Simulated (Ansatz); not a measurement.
An Ansatz (a quantum-chemistry and plane-wave program) run: Bi; Kohn–Sham DFT with the PBEsol-D3(BJ) functional, run in Ansatz with PAW and 420 eV plane waves, without spin-orbit coupling.

Input:

Ansatz 0.2 input:
```yaml
crystal:
  lattice:
    - [2.2362097524, 1.2910763025, 3.7597155321]
    - [-2.2362097524, 1.2910763025, 3.7597155321]
    - [0, -2.582152605, 3.7597155321]
  atoms:
    - { symbol: Bi, position: [0.2396577642, 0.2396577642, 0.2396577642] }
    - { symbol: Bi, position: [0.7603422358, 0.7603422358, 0.7603422358] }
basis: { ecutwfc: 420, ecutrho_ratio: 4, xc_grid: 2, fft_grid_basis: typed }
kpoints: { mp_grid: { grid: [13, 13, 13] } }
hamiltonian:
  xc: pbesol
  dispersion: d3bj
  pseudopotentials: { kind: paw }
scf: { occupations: { method: fermi_dirac, width: 0.05 }, convergence: { dr2_threshold: 0.0000000002 } }
output: { forces: true, stress: true }
```

Output (explanatory and most iteration lines left out):

```
Pseudopotential: Bi, paw, valence charge 15
Crystal: 2 atoms, lattice volume = 65.128 Å³
Basis set: ecut = 420 eV, 1267 PW (Γ), exchange–correlation on 64×64×64 points (8 copies of the dense FFT grid, shifted against one another)
Bands: 19, of which v1, the nominal top of the filled ones, is band 15 counted from 1 (14 counted from 0)
Symmetry: 12 space group operations
Space group: R-3m (ITA 166), of the structure as read, at distance tolerance 4.0e-5 Å
k-points: 231 of 2197
Functional: x = pbesol(κ = 0.804, μ = 0.12345679012345678), c = pbesol(β = 0.046)
SCF iter   1: F=—  HF=-24484.978462 eV  |F-HF|=—  |Δ(HF+E_count)|=         —  Δρ=2.04e-3  dr2=2.43e-3  ethr=1.77e-3  ⟨swp⟩=6.3  Hψ=21188  notcnv=0
SCF iter   2: F=—  HF=-24484.976961 eV  |F-HF|=—  |Δ(HF+E_count)|=   1.50e-3  Δρ=7.85e-4  dr2=2.75e-4  ethr=8.11e-6  ⟨swp⟩=2.4  Hψ=10089  notcnv=0
SCF 1 converged in 7 iterations: F = -24484.977000 eV  dr2 = 2.15e-11
SCF converged after 7 iterations
Free energy (F): -24484.977000 eV
Internal energy: -24484.975104 eV  (E = F + TS)
E sigma→0 (E₀):  -24484.976052 eV
Entropy (-TS):   -0.001895 eV (-0.948 meV/atom)
Fermi energy:    10.738522 eV
  E_disp       = -1.000881  (pairwise vdW)
--- Forces (eV/Å), atoms counted from 1 ---
  atom   1  Bi     0.00000000    -0.00000000    -0.00022603
  atom   2  Bi    -0.00000000    -0.00000000     0.00022603
--- Stress (GPa, compression-positive) ---
        0.005185       0.000000      -0.000000
        0.000000       0.005185       0.000000
       -0.000000       0.000000      -0.000021
  P = ⅓ Tr σ = 0.0034 GPa (0.034 kbar)
```

With Bi present, leaving out spin-orbit coupling can change the band edges. Stability against distortions was not tested. The cell is Bi in the A7 type structure (space group R-3m, No. 166).
